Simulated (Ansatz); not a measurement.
Ge: transverse stress against strain

Ge (diamond, Fd-3m, 22.860 Å³/atom and stress up to 0.01 GPa in the relaxed cell, cube axes along x, y and z) under a strain ε along a cube axis (axis z), the other axes held. PBEsol in Ansatz, a plane-wave DFT program (PAW, default set), 420 eV, 14×14×14 Γ-centred mesh, Fermi-Dirac smearing 0.05 eV; ions are relaxed, or left where forces stay under 0.02 eV/Å, within the symmetry of each cell. Stress is positive for a compressed cell.

Here s stands for strain and y for stress xx.

| strain (%) | stress xx (GPa) |
|---|---|
| -1.50 | 0.69 |
| -1.00 | 0.45 |
| -0.50 | 0.22 |
| 0.00 | -0.01 |
| 0.50 | -0.22 |
| 1.00 | -0.42 |
| 1.50 | -0.62 |
| 3.00 | ? |

Q: Fit y against s with a straight line, and predict the withheld value at s = 3.00.

A: Means: s 0, y 0.013. About the means, the sum of products is -3.0550 and the sum of squares of s is 7.0000; the slope is their ratio. Least squares gives y = 0.013 - 0.4364·s. Residuals (row less fit): 0.022, 0.001, -0.011, -0.023, -0.015, 0.003, 0.022; standard error 0.019 (degrees of freedom: 5). The slope gives the elastic constant C12 = 43.6 ± 0.7 GPa (± standard error of the fit, which holds the terms cut off). At the withheld row, y = 0.013 - 0.4364 × 3.0 = -1.296 GPa. The calculation gives -1.15 GPa, 0.146 GPa above the prediction (7.9 % of the range of y in the table). The row lies outside the fitted rows, so this is an extrapolation. From the scatter of the fitted rows alone, a prediction at this place has a standard error of 0.030 GPa, so the miss is 4.9 times that.

A polynomial of degree 2 through the 12 other runs of the series gives -1.14 there, so most of the miss is curvature that the fit leaves out. This level leaves no gap over 0.05 eV at strain -1.50, -0.50, 0.00, 0.50, 1.00, 1.50, 3.00 %. Rows are the converged runs of the series near zero and its far end; series whose fitted rows scatter by over a few per cent of the range, as at a crossing or softening among them, aren't shown in this form, nor equations of state whose B0' disagrees with the runs' pressures. Most that stay on the fit to the last digits aren't either.
